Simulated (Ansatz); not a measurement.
## Evanescent states of SrO (Fm-3m, rock salt, 2 atoms a cell, 17.2 Å³ an atom) along the normal of (111)

Level of theory: r2SCAN (plane waves, PAW; Ansatz, a first-principles code).

The gap is the functional's own. No spin-orbit coupling. Mid-gap values are those at the computed energy nearest the middle.

Energies count from the valence-band top; κ is the least over a 12×12 mesh across the current.

```tsv
E (eV)	κ (1/Å)	where
0.09	0.111	Γ
0.27	0.186	Γ
0.45	0.232	Γ
0.63	0.266	Γ
0.81	0.291	Γ
0.99	0.310	Γ
1.17	0.325	Γ
1.35	0.337	Γ
1.53	0.345	Γ
1.71	0.350	Γ
1.89	0.353	Γ
2.07	0.354	Γ
2.25	0.352	Γ
2.43	0.349	Γ
2.61	0.343	Γ
2.79	0.335	Γ
2.97	0.319	off Γ
3.15	0.286	off Γ
3.33	0.246	off Γ
3.51	0.195	off Γ
3.69	0.122	off Γ
```

Q: How thick must the barrier be to attenuate the transmission by 10^8 when the electrodes' Fermi level lies at 2.97 eV, and what attenuation does that film give at 2.43 eV?

A: d = 8 ln 10 / (2 × 0.319) = 28.9 Å. At 2.43 eV it gives 8 × 0.349/0.319 = 8.8 decades.
